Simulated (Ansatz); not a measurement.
Consider BaTiO3 in the cubic perovskite structure (space group Pm-3m, No. 221).

```xyz
5
Lattice="3.9699 0.0000 0.0000 0.0000 3.9699 0.0000 0.0000 0.0000 3.9699" Properties=species:S:1:pos:R:3 pbc="T T T"
Ba     0.0000     0.0000     0.0000
Ti     1.9849     1.9849     1.9849
O      1.9849     0.0000     1.9849
O      0.0000     1.9849     1.9849
O      1.9849     1.9849     0.0000
```

Cartesian axes are those of the cell as printed.

All numbers come from PBEsol (Ansatz, a program for electronic structure; PAW; 420 eV plane waves; scalar-relativistic without spin-orbit coupling).

Strains are applied to the cell and any free atomic positions relax; under biaxial strain the out-of-plane vector relaxes too.

One change was made to it. Results:

The band gap shrinks by 0.09 eV to 1.73 eV; the energy rises by 2.9 meV/atom; the volume per atom goes up by 0.183 Å³ to 12.70 Å³.

Which of these changes matches the shifts?
A. biaxial strain +0.50 %, plane normal [111], relaxed out of plane
B. biaxial strain +2.50 %, plane normal [111], relaxed out of plane
C. biaxial strain +1.00 %, plane normal [111], relaxed out of plane

C, biaxial strain +1.00 %, plane normal [111], relaxed out of plane. For comparison, the band gap in the other runs: biaxial strain +2.50 %, plane normal [111], relaxed out of plane gives 1.60 eV; biaxial strain +0.50 %, plane normal [111], relaxed out of plane gives 1.77 eV.

Whether these cells are dynamically stable was not tested. The final runs are not spin-polarised. Many cubic perovskites are stable only at high temperature; tilts and polar distortions were not tested. This is not the structure that BaTiO3 has at room temperature and ambient pressure.
